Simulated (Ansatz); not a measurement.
The reference is BP in the zinc blende structure (space group F-43m, No. 216; a = 4.536 Å). Axes: x, y, z lie along the cube axes.

Calculations: Ansatz (a program for electronic structure), r2SCAN, PAW, cutoff 500 eV, no spin-orbit coupling, earlier PAW set.

It is then changed as follows: uniaxial strain ε_zz = +1.29 %, all other strain components held at zero; the atoms relax in the strained cell.

Problem. Predict the stress tensor and what it implies for the stiffness.

Solution. Stress of the strained cell less that of the base (GPa, compression positive):
```
  -0.88    0.00    0.00
   0.00   -0.88    0.00
   0.00    0.00   -4.59
```

Then −Δσ_ii/ε with ε = 0.0129 gives secant stiffness values (nonlinear terms included at this strain): C33 ≈ 356 GPa, C13 ≈ 68 GPa and C23 ≈ 68 GPa.

No phonon test of stability was made.
